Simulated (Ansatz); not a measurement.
Start from BeS in the zinc blende structure (space group F-43m, No. 216; a = 4.869 Å). Axes: x, y, z lie along the cube axes.

Level of theory: Ansatz (a program for electronic structure), r2SCAN, PAW, cutoff 500 eV, scalar-relativistic without spin-orbit coupling.

Strains are applied to the cell and any free atomic positions relax; under biaxial strain the out-of-plane vector relaxes too.

One change was made to it. Results:

The valence-band top at Γ (three highest levels, from the VBM) goes from 0.00, 0.00, 0.00 eV to 0.00, 0.00, -0.20 eV; the energy grows by 6.2 meV/atom; the band gap falls by 0.14 eV to 3.45 eV.

Task: Which change produced these results?
(A) biaxial strain −2.50 %, plane normal [111], relaxed out of plane
(B) biaxial strain −1.67 %, plane normal [111], relaxed out of plane
(C) biaxial strain −0.83 %, plane normal [111], relaxed out of plane
(D) biaxial strain −1.25 %, plane normal [111], relaxed out of plane

Result: B, biaxial strain −1.67 %, plane normal [111], relaxed out of plane. For comparison, the valence-band top at Γ in the other runs: biaxial strain −1.25 %, plane normal [111], relaxed out of plane gives 0.00, 0.00, -0.14 eV; biaxial strain −2.50 %, plane normal [111], relaxed out of plane gives 0.00, 0.00, -0.31 eV; biaxial strain −0.83 %, plane normal [111], relaxed out of plane gives 0.00, 0.00, -0.09 eV.

No phonon test of stability was made.
